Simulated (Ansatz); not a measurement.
Start from SiC in the zinc blende structure (space group F-43m, No. 216; a = 4.356 Å). Axes: x, y, z lie along the cube axes.

One thing is altered: biaxial strain +0.61 %, plane normal [001], relaxed out of plane (Cartesian); in-plane vectors clamped, the third vector and the atoms free.

Levels (all Ansatz, a quantum-chemistry and plane-wave program, PAW): r2SCAN (500 eV, no SOC); HSE06+SOC (420 eV, with spin-orbit coupling).

The geometry is relaxed with r2SCAN.

```
Item                                          Value
----------------------------  ---------------------
r2SCAN valence-band top at Γ  0.00, -0.07, -0.07 eV
r2SCAN band gap                             1.61 eV
```

What does HSE06+SOC give at this geometry for the valence-band top at Γ and band gap?

The valence-band top at Γ (three highest Kramers pairs, from the VBM) changes from 0.00, -0.07, -0.07 eV to 0.00, -0.06, -0.08 eV; the band gap grows by 0.51 eV (1.61 eV → 2.12 eV).

Single points use the geometry relaxed with r2SCAN. HSE06 was sampled on its mesh, a few special points and the semilocal edge points, so its gap is an upper bound. Differences between runs with and without spin-orbit coupling are approximate. Stability against distortions was not tested.
